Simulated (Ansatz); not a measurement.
Structures of equal composition on the (000-1) surface of 4H silicon carbide (C plane on top): (√3x√3)R30° Ge adatom at H3; (√3x√3)R30° Ge adatom at T4. The slabs share one bottom face, and each structure is named by its start. These are constructed structures in small cells; real faces may alloy, dewet or reconstruct in larger ones, and not all known structures of the face are among them. Slabs of about 11 Å, Fermi-Dirac smearing of 0.025 eV. Bottom of the slabs: H caps. Relaxed from the named starts with such symmetry as they have, on meshes of like density; energies extrapolated to zero smearing; spin only where a row says so; no spin-orbit coupling, no U. Brackets mark spin-polarised runs, whose order is one that fits the cell. Where a second, spin-polarised start was run, the lower counts.

Calculation: r2SCAN, at the PBE geometry (plane waves to 500 eV, PAW; Ansatz, a program for electronic structure).

Order them by energy per 1x1 cell (lowest first) at the level r2SCAN, at the PBE geometry.

(√3x√3)R30° Ge adatom at H3 (0.000 eV [spin, 1.0 μB a cell], gap 0.49 eV on the mesh), (√3x√3)R30° Ge adatom at T4 (0.032 eV [spin, 1.0 μB a cell], gap 0.38 eV on the mesh)
